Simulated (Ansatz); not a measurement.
Take Ag in the fcc (Cu type) structure (space group Fm-3m, No. 225; relaxed with 0.1 eV smearing) as the base.

```
Ag
1.0
    0.00000     2.02691     2.02691
    2.02691     0.00000     2.02691
    2.02691     2.02691     0.00000
Ag
1
Direct
  0.00000   0.00000   0.00000
```

Cartesian axes are those of the cell as printed.

Level of theory: Kohn–Sham DFT with the PBEsol functional, run in Ansatz (an electronic-structure program) with PAW and 420 eV plane waves, spin-orbit coupling left out.

It is then changed as follows: biaxial strain −2.50 %, plane normal [001], relaxed out of plane (Cartesian); in-plane vectors clamped, the third vector and the atoms free.

Task: Estimate the effect on the energy relative to the base.

Result: The energy increases by 7.7 meV/atom.

Task: Estimate the effect on the in-plane stress.

Result: The mean in-plane stress (compression positive) amounts to +3.2 GPa.

Task: What does the calculation give for the ratio −ε⊥/ε∥ after the change?

Result: The ratio −ε⊥/ε∥ amounts to 1.43.

No phonon test of stability was made.
